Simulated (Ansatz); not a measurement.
Start from HgTe in the zinc blende structure (space group F-43m, No. 216; a = 6.651 Å). Axes: x, y, z lie along the cube axes.

The values are results of Ansatz (a quantum-chemistry and plane-wave program) PBE, without spin-orbit coupling, earlier PAW set, not measurements.

It is then changed as follows: every lattice vector is shortened by 1.30 %, atoms relaxed at fixed cell.

Problem. Predict the stress tensor and what it implies for the stiffness.

Solution. Stress of the strained cell less that of the base (GPa, compression positive):
```
    1.5     0.0     0.0
    0.0     1.5     0.0
    0.0     0.0     1.5
```

Then B = −ΔP/(ΔV/V₀) with ΔV/V₀ = -0.0385 gives secant stiffness values (nonlinear terms included at this strain): B ≈ 39 GPa.

As a check, the harmonic strain energy −½ V₀ Δσ:ε is 6.6 meV/atom; the computed energy rise is 6.3 meV/atom.

No phonon test of stability was made. All final runs are without spin polarisation.
